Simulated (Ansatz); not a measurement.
## LaFeO3 in the cubic perovskite structure (space group Pm-3m, No. 221; ferromagnetic)

```cif
data_FeLaO3
_chemical_formula_sum 'La1 Fe1 O3'
_space_group_name_H-M_alt 'P 1'
_space_group_IT_number 1
_cell_length_a 3.80865
_cell_length_b 3.80865
_cell_length_c 3.80865
_cell_angle_alpha 90.000
_cell_angle_beta 90.000
_cell_angle_gamma 90.000
loop_
_space_group_symop_operation_xyz
  'x, y, z'
loop_
_atom_site_label
_atom_site_type_symbol
_atom_site_fract_x
_atom_site_fract_y
_atom_site_fract_z
_atom_site_occupancy
La1 La 0.00000 0.00000 0.00000 1
Fe1 Fe 0.50000 0.50000 0.50000 1
O1 O 0.50000 0.50000 0.00000 1
O2 O 0.00000 0.50000 0.50000 1
O3 O 0.50000 0.00000 0.50000 1
```

Computed with PBEsol (Ansatz, a first-principles code; PAW; 420 eV plane waves; without spin-orbit coupling). Settings: 12×12×12 k-points, 0.05 eV Fermi–Dirac smearing.

| Property | Value |
|---|---|
| Volume per atom | 11.05 Å³ |
| Density | 7.30 g/cm³ |
| Band gap | zero |
| Magnetic state | ferromagnetic |
| Total energy | -2459.460 eV/atom (σ→0; compares only within this code and set-up) |

No phonon test of stability was made. No Hubbard U is applied and the magnetic state is the run's own (LaFeO3 ferromagnetic); other magnetic orders, which need larger cells, were not tried and can change the gap. Many cubic perovskites are stable only at high temperature; tilts and polar distortions were not tested. In its common phase, real LaFeO3 is an antiferromagnetic insulator at low temperature.
